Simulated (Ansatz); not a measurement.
Start from BAs in the rock salt structure (space group Fm-3m, No. 225; a = 4.6136 Å; a hypothetical phase, not in the database extracts checked).

(Cell as relaxed with PBE.)

Levels (all Ansatz, an electronic-structure program, PAW): PBE (420 eV, spin-orbit coupling left out); PBEsol (420 eV, spin-orbit coupling left out).

Each level relaxes its own structure.

```json
[
 {"base": "volume per atom", "PBE": "12.28 Å³", "PBEsol": "11.90 Å³"},
 {"base": "lattice parameter a", "PBE": "4.614 Å", "PBEsol": "4.567 Å"},
 {"base": "band gap", "PBE": "zero", "PBEsol": "zero"}
]
```

Modification: cell and atoms relaxed at a pressure of 3 GPa.

```
quantity              PBE    PBEsol
---------------  --------  --------
volume per atom  12.01 Å³  11.67 Å³
band gap             zero      zero
```

PBE's volume per atom lies 0.34 Å³ above PBEsol's (2.9 %); the two agree on the band gap. Neither level is exact; PBEsol is the comparison here, not a measurement.

Load acts through the strain it causes; cell and atoms are relaxed under it. Whether these cells are dynamically stable was not tested. All final runs are without spin polarisation.
